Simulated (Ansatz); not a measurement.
**H2O on the (0001) surface of wurtzite GaN (2x2 with 3 H on 4 top atoms; a constructed slab, bottom: 3 H on 4 bottom sites), one in a cell of 36 Å², started at the site 'top H'**

Host crystal: wurtzite GaN, with a band gap (PBE, scalar-relativistic without spin-orbit coupling).

The numbers are results of PBE (plane waves to 420 eV, PAW; Ansatz, an electronic-structure program), not measurements.

Set-up: 49 atoms, 13.8 Å thick at the start with caps and adatoms under the adsorbate (thin: gaps and levels are the slab's own); mesh 4x4x1; 0.01 eV smearing; dipole correction on; 23 atoms held, the rest relaxed; no symmetry held; no spin, no spin-orbit, no U, no dispersion correction. At the end it is bonded to Ga. In PBE it is, or lies within 0.03 eV of, the lowest of the starts that converged.

- adsorption energy against H2O(g): -0.97 eV
- gap of the slab on its k-mesh: 1.98 eV
- highest filled level below the top vacuum level: 5.73 eV
- change of the step from the bottom to the top vacuum level, against the clean slab: -1.10 eV
- energy released by relaxation: 2.92 eV
- height of the binding atom over the mean of the host atoms within 0.3 Å of the top one: 0.459 bohr
- nearest host atoms of the binding atom: Ga at 2.11 Å, H at 2.76 Å, H at 2.87 Å
- largest move of a host atom: 0.18 Å
- caution: the clean host was not checked against rearrangement in a larger or rattled cell
- note: in the relaxation the adsorbate left its starting site by 2.9 Å

A negative adsorption energy means that the adsorbate is more stable on the surface than in its reference.
